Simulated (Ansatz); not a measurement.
An Ansatz (a quantum-chemistry and plane-wave program) run: PtGe with a change (uniaxial strain ε_xx = −2.02 %); Ansatz PBE, scalar-relativistic without spin-orbit coupling.

Input:

Ansatz 0.2 input:
```yaml
crystal:
  lattice:
    - [5.7011595899, 0, 0]
    - [0, 3.7570806663, 0]
    - [0, 0, 6.1751638259]
  atoms:
    - { symbol: Pt, position: [0.9977845597, 0.25, 0.1923933705] }
    - { symbol: Pt, position: [0.4977845597, 0.25, 0.3076066295] }
    - { symbol: Pt, position: [0.0022154403, 0.75, 0.8076066295] }
    - { symbol: Pt, position: [0.5022154403, 0.75, 0.6923933705] }
    - { symbol: Ge, position: [0.1863338306, 0.25, 0.5884464423] }
    - { symbol: Ge, position: [0.6863338306, 0.25, 0.9115535577] }
    - { symbol: Ge, position: [0.8136661694, 0.75, 0.4115535577] }
    - { symbol: Ge, position: [0.3136661694, 0.75, 0.0884464423] }
basis: { ecutwfc: 420, ecutrho_ratio: 4, xc_grid: 2, fft_grid_basis: typed }
kpoints: { mp_grid: { grid: [8, 12, 8] } }
hamiltonian:
  xc: pbe
  dispersion: none
  pseudopotentials: { kind: paw }
scf: { occupations: { method: fermi_dirac, width: 0.05 }, convergence: { dr2_threshold: 0.0000000008 } }
relax: { f_tol: 0.005, max_steps: 50 }
output: { forces: true, stress: true }
checkpoint: { write: state.ck, write_every: 1000 }
```

Output (explanatory and most iteration lines left out):

```
Relaxation: its limit of steps is 50 (relax.max_steps)
Pseudopotential: Pt, paw, valence charge 18
Pseudopotential: Ge, paw, valence charge 14
Crystal: 8 atoms, lattice volume = 132.270 Å³
Basis set: ecut = 420 eV, 2579 PW (Γ), exchange–correlation on 80×54×90 points (8 copies of the dense FFT grid, shifted against one another)
Bands: 77, of which v1, the nominal top of the filled ones, is band 64 counted from 1 (63 counted from 0)
Symmetry: 8 space group operations
Space group: Pnma (ITA 62), of the structure as read, at distance tolerance 5.1e-5 Å
k-points: 175 of 768
Functional: x = pbe(κ = 0.804, μ = 0.2195149727645171), c = pbe(β = 0.06672455060314922)
SCF iter   1: F=—  HF=-67275.685219 eV  |F-HF|=—  |Δ(HF+E_count)|=         —  Δρ=3.06e-3  dr2=4.46e-3  ethr=1.77e-3  ⟨swp⟩=5.8  Hψ=44619  notcnv=0  defer=207
SCF iter   2: F=—  HF=-67275.689595 eV  |F-HF|=—  |Δ(HF+E_count)|=   4.38e-3  Δρ=1.73e-3  dr2=1.48e-3  ethr=3.48e-6  ⟨swp⟩=3.1  Hψ=29986  notcnv=0  defer=372
SCF 1 converged in 8 iterations: F = -67275.690260 eV  dr2 = 6.05e-10
relax step   1: F+E_penalty+E_count = -67275.69026036 eV  Δ(F+E_penalty+E_count) = +0.000e0 eV  max|allowed force component| = 7.711e-2 eV/Å  Δτ_max = 0.0000 Å  (8 SCF iters, accepted)
Crystal: 8 atoms, lattice volume = 132.270 Å³
SCF iter   1: F=—  HF=-67275.693820 eV  |F-HF|=—  |Δ(HF+E_count)|=         —  Δρ=2.49e-3  dr2=3.43e-3  ethr=2.58e-6  ⟨swp⟩=2.0  Hψ=38223  notcnv=0  defer=744
SCF iter   2: F=—  HF=-67275.693279 eV  |F-HF|=—  |Δ(HF+E_count)|=   5.41e-4  Δρ=1.38e-3  dr2=1.12e-3  ethr=2.58e-6  ⟨swp⟩=1.0  Hψ=12731  notcnv=0  defer=744
SCF 2 converged in 8 iterations: F = -67275.693008 eV  dr2 = 3.29e-10
relax step   2: F+E_penalty+E_count = -67275.69300833 eV  Δ(F+E_penalty+E_count) = -2.748e-3 eV  max|allowed force component| = 4.675e-2 eV/Å  Δτ_max = 0.0155 Å  (8 SCF iters, accepted)
Crystal: 8 atoms, lattice volume = 132.270 Å³
SCF iter   1: F=—  HF=-67275.693652 eV  |F-HF|=—  |Δ(HF+E_count)|=         —  Δρ=7.25e-4  dr2=2.43e-4  ethr=2.16e-6  ⟨swp⟩=2.2  Hψ=23453  notcnv=0  defer=747
SCF iter   2: F=—  HF=-67275.693617 eV  |F-HF|=—  |Δ(HF+E_count)|=   3.47e-5  Δρ=4.03e-4  dr2=8.02e-5  ethr=1.90e-7  ⟨swp⟩=1.0  Hψ=15575  notcnv=0  defer=747
SCF 3 converged in 7 iterations: F = -67275.693551 eV  dr2 = 4.28e-10
relax step   3: F+E_penalty+E_count = -67275.69355102 eV  Δ(F+E_penalty+E_count) = -5.427e-4 eV  max|allowed force component| = 8.598e-3 eV/Å  Δτ_max = 0.0050 Å  (7 SCF iters, accepted)
Crystal: 8 atoms, lattice volume = 132.270 Å³
SCF iter   1: F=—  HF=-67275.693635 eV  |F-HF|=—  |Δ(HF+E_count)|=         —  Δρ=4.65e-4  dr2=1.01e-4  ethr=9.38e-7  ⟨swp⟩=2.0  Hψ=23404  notcnv=0  defer=749
SCF iter   2: F=—  HF=-67275.693626 eV  |F-HF|=—  |Δ(HF+E_count)|=   9.20e-6  Δρ=2.64e-4  dr2=3.53e-5  ethr=7.87e-8  ⟨swp⟩=1.0  Hψ=15575  notcnv=0  defer=749
SCF 4 converged in 7 iterations: F = -67275.693565 eV  dr2 = 1.40e-10
relax step   4: F+E_penalty+E_count = -67275.69356488 eV  Δ(F+E_penalty+E_count) = -1.386e-5 eV  max|allowed force component| = 6.928e-3 eV/Å  Δτ_max = 0.0039 Å  (7 SCF iters, accepted)
Crystal: 8 atoms, lattice volume = 132.270 Å³
SCF iter   1: F=—  HF=-67275.693656 eV  |F-HF|=—  |Δ(HF+E_count)|=         —  Δρ=2.12e-4  dr2=2.09e-5  ethr=1.61e-7  ⟨swp⟩=2.0  Hψ=22535  notcnv=0  defer=747
SCF iter   2: F=—  HF=-67275.693597 eV  |F-HF|=—  |Δ(HF+E_count)|=   5.93e-5  Δρ=1.20e-4  dr2=7.30e-6  ethr=1.64e-8  ⟨swp⟩=1.0  Hψ=15575  notcnv=0  defer=747
SCF 5 converged in 6 iterations: F = -67275.693597 eV  dr2 = 3.01e-10
relax step   5: F+E_penalty+E_count = -67275.69359747 eV  Δ(F+E_penalty+E_count) = -3.259e-5 eV  max|allowed force component| = 3.451e-4 eV/Å  Δτ_max = 0.0017 Å  (6 SCF iters, accepted)
SCF converged after 6 iterations
Free energy (F): -67275.693597 eV
Internal energy: -67275.675739 eV  (E = F + TS)
E sigma→0 (E₀):  -67275.684668 eV
Entropy (-TS):   -0.017859 eV (-2.232 meV/atom)
Fermi energy:    17.401623 eV
--- Forces (eV/Å), atoms counted from 1 ---
  atom   1  Pt    -0.00017914     0.00000000     0.00002246
  atom   2  Pt    -0.00017914    -0.00000000    -0.00002246
  atom   3  Pt     0.00017914     0.00000000    -0.00002246
  atom   4  Pt     0.00017914    -0.00000000     0.00002246
  atom   5  Ge    -0.00022780     0.00000000    -0.00034513
  atom   6  Ge    -0.00022780     0.00000000     0.00034513
  atom   7  Ge     0.00022780     0.00000000     0.00034513
  atom   8  Ge     0.00022780     0.00000000    -0.00034513
--- Stress (GPa, compression-positive) ---
        4.606076       0.000000       0.000000
        0.000000       2.637180       0.000000
        0.000000       0.000000       2.353094
  P = ⅓ Tr σ = 3.1988 GPa (31.988 kbar)
--- Relaxed structure (5 steps of the walk, 5 accepted, 0 SCFs on fresh bases) ---
  atoms:
    - { symbol: Pt, position: [0.9994601467734939, 0.24999999999999997, 0.19141164280230802] }
    - { symbol: Pt, position: [0.49946014677349404, 0.24999999999999997, 0.30858835719769195] }
    - { symbol: Pt, position: [0.0005398532265059834, 0.7499999999999999, 0.808588357197692] }
    - { symbol: Pt, position: [0.5005398532265058, 0.7499999999999999, 0.6914116428023079] }
    - { symbol: Ge, position: [0.18449017618480562, 0.24999999999999997, 0.5891820172073279] }
    - { symbol: Ge, position: [0.6844901761848056, 0.24999999999999997, 0.9108179827926721] }
    - { symbol: Ge, position: [0.8155098238151942, 0.7499999999999999, 0.4108179827926721] }
    - { symbol: Ge, position: [0.3155098238151943, 0.7499999999999999, 0.08918201720732788] }
```

Without a gap, meshes like the base's 8×12×8 leave anisotropic stresses uncertain by several tenths of a GPa, and small strain energies with them. Whether these cells are dynamically stable was not tested. The final runs are not spin-polarised. The cell was made from PtGe (space group Pnma, No. 62) by this change: uniaxial strain ε_xx = −2.02 %.
